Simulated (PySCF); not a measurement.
PySCF 2.14.0, B3LYP/def2-svp, df: N[SiH2]O[SiH2]O[Si](F)(F)F, 15 atoms. The geometry is a generated start, not checked to be a minimum at this level.

| Property | Result |
|---|---|
| task | energy |
| method | b3lyp |
| basis | def2-svp |
| two-electron scheme | density fitting |
| mol.max_memory | 3000 MB |
| mf.max_cycle | 100 |
| mf.diis_space | 8 (default) |
| mf.conv_tol | 1e-09 (default) |
| mf.grids.level | 3 (default) |
| basis functions | 168 |
| grid points | 201240 |

```xyz
15

Si     3.0591     0.6976    -0.2814
F      3.7056     0.6554    -1.7220
F      4.0883    -0.0156     0.6856
F      2.9942     2.2108     0.1604
O      1.6343     0.0425    -0.2342
Si     0.5617    -1.1993    -0.3049
O     -0.8932    -0.5651    -0.1713
Si    -2.2138     0.4015    -0.2145
N     -2.9860     0.1225     1.2930
H      0.7217    -1.8048    -1.6187
H      0.8179    -2.0303     0.8615
H     -1.7999     1.7992    -0.2717
H     -2.9305    -0.0468    -1.4142
H     -3.9070     0.4883     1.4657
H     -2.8525    -0.7559     1.7666
```

With the defaults (mf.DIIS = CDIIS, mf.diis = true, mf.init_guess = minao, mf.damp = 0, mf.diis_start_cycle = 1, mf.level_shift = 0, mf.diis_damp = 0) it converges in 13 Fock builds. One run each on 2 threads, 1 BLAS thread, with these changes:
- mf.diis_damp = 0.3
- mf.damp = 0.3, mf.diis_start_cycle = 4
- mf.diis = false
- mf.DIIS = ADIIS
- mf.init_guess = huckel
- mf.level_shift = 1 Hartree
- mf.init_guess = 1e
- mf.level_shift = 0.3 Hartree
- mf.DIIS = EDIIS

Task: Name the settings that don't reach the solution of the defaults.

Result: No convergence: mf.DIIS = EDIIS; mf.diis = false (the run ends without SCF convergence in 100 cycles). The rest reach the solution of the defaults.

```json
[
 {"setting": "mf.diis_damp = 0.3", "Fock builds": "12", "end": "same solution"},
 {"setting": "the defaults", "Fock builds": "13", "end": "same solution"},
 {"setting": "mf.init_guess = huckel", "Fock builds": "13", "end": "same solution"},
 {"setting": "mf.level_shift = 0.3 Hartree", "Fock builds": "14", "end": "same solution"},
 {"setting": "mf.damp = 0.3, mf.diis_start_cycle = 4", "Fock builds": "15", "end": "same solution"},
 {"setting": "mf.DIIS = ADIIS", "Fock builds": "18", "end": "same solution"},
 {"setting": "mf.init_guess = 1e", "Fock builds": "23", "end": "same solution"},
 {"setting": "mf.level_shift = 1 Hartree", "Fock builds": "28", "end": "same solution"},
 {"setting": "mf.DIIS = EDIIS", "Fock builds": "101", "end": "no convergence"},
 {"setting": "mf.diis = false", "Fock builds": "101", "end": "no convergence"}
]
```
